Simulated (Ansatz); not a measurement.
## Mg₂Si (space group P4/nmm, No. 129; a cell from a computed database, its experimental status unchecked)

```cif
data_Mg4Si2
_chemical_formula_sum 'Mg4 Si2'
_space_group_name_H-M_alt 'P4/nmm :1'
_space_group_IT_number 129
_space_group_name_Hall 'P 4ab 2ab -1ab'
_cell_length_a 4.14109
_cell_length_b 4.14109
_cell_length_c 6.90703
_cell_angle_alpha 90.000
_cell_angle_beta 90.000
_cell_angle_gamma 90.000
loop_
_space_group_symop_operation_xyz
  'x, y, z'
  '-y+1/2, x+1/2, z'
  '-x, -y, z'
  'y+1/2, -x+1/2, z'
  'x+1/2, -y+1/2, -z'
  '-y, -x, -z'
  '-x+1/2, y+1/2, -z'
  'y, x, -z'
  '-x+1/2, -y+1/2, -z'
  'y, -x, -z'
  'x+1/2, y+1/2, -z'
  '-y, x, -z'
  '-x, y, z'
  'y+1/2, x+1/2, z'
  'x, -y, z'
  '-y+1/2, -x+1/2, z'
loop_
_atom_site_label
_atom_site_type_symbol
_atom_site_symmetry_multiplicity
_atom_site_Wyckoff_symbol
_atom_site_fract_x
_atom_site_fract_y
_atom_site_fract_z
_atom_site_occupancy
Mg1 Mg 2 a 0.00000 0.00000 0.00000 1
Mg2 Mg 2 c 0.50000 0.00000 0.35823 1
Si1 Si 2 c 0.00000 0.50000 0.25507 1
```

The values are results of PBEsol, PAW, 420 eV (Ansatz, a program for electronic structure; scalar-relativistic without spin-orbit coupling), not measurements. Settings: 11×11×7 k-points, 0.05 eV Fermi–Dirac smearing.

```json
{
 "volume_per_atom": "19.74 Å³",
 "density": "2.15 g/cm³",
 "band_gap": "zero",
 "total_energy": "-1481.944 eV/atom (σ→0; compares only within this code and set-up)"
}
```

Stability against distortions was not tested. All final runs are without spin polarisation.
